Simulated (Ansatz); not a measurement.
Cost and result by functional for the surface energy of the (110) surface of bixbyite In2O3 in its 1x1 cell (cut with top plane 3 In + 3 O, bottom plane 3 In + 3 O), outermost plane spacing 0.09 Å in the ideal cut, in Ansatz (plane waves, PAW). Single points on the PBE structure, on one kind of machine; costs are rough ratios of the slab run's core time (references not counted) to the cheapest single point. r2SCAN's cost holds its higher cutoff (500 against 420 eV). Differences are taken against r2SCAN for comparison alone: no measured value is at hand, so the table doesn't rank accuracy.

Model: 70-atom slab, In28O42, 11.4 Å thick at the start, 3x3x1 mesh, Fermi-Dirac 0.025 eV, dipole correction, all atoms relaxed; held to the start's symmetry, so lower structures may exist; no spin, no spin-orbit, no U. These notes are the PBE run's.

| functional | relative cost | surface energy (J/m²) | less r2SCAN (J/m²) |
|---|---|---|---|
| PBEsol | 1 | 1.20 | -0.12 |
| LDA | 1 | 1.37 | 0.05 |
| RPBE | 1 | 0.87 | -0.45 |
| r2SCAN | 2 | 1.32 | 0.00 |
| PBE (the relaxed run's value) | – | 1.04 | -0.27 |

The values span 0.50 J/m², while the single points' costs differ by a factor of roughly 2. Differences are of unrounded values.

Ansatz is a first-principles code.
